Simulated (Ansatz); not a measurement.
## Effect of Ge → Hg on Ge

Take Ge (space group Ia-3, No. 206; a = 6.9373 Å; a cell from a computed database, its experimental status unchecked) as the base.

Modification: full substitution Ge → Hg, then cell and atoms are relaxed.

All numbers come from Ansatz (an electronic-structure program), PBEsol, PAW, cutoff 420 eV, spin-orbit coupling left out. Γ-centred 9×9×9 mesh, Fermi–Dirac width 0.05 eV, for the changed cell.

```yaml
volume_per_atom: 30.67 Å³ (base 20.87 Å³)
density: 10.86 g/cm³ (base 5.78 g/cm³)
lattice_parameter_a: 7.888 Å (base 6.937 Å)
space_group: Ia-3 (No. 206) (base Ia-3 (No. 206))
shortest_interatomic_distance: 2.801 Å (base 2.454 Å)
band_gap: zero (base zero)
```

Final structure:

```
CELL_PARAMETERS angstrom
     -3.94380     3.94380     3.94380
      3.94380    -3.94380     3.94380
      3.94380     3.94380    -3.94380
ATOMIC_POSITIONS crystal
  Hg 0.50000 0.00000 0.77313
  Hg 0.50000 0.00000 0.22687
  Hg 0.72687 0.72687 0.72687
  Hg 0.27313 0.27313 0.27313
  Hg 0.00000 0.77313 0.50000
  Hg 0.00000 0.22687 0.50000
  Hg 0.77313 0.50000 0.00000
  Hg 0.22687 0.50000 0.00000
```

Cost of the whole job for the changed cell (relaxation, final SCF and bands): around 7 core-minutes (rough).

Stability against distortions was not tested. As relaxed here, Hg is a hypothetical phase, not in the database extracts checked. This is not the structure that Ge has at room temperature and ambient pressure.
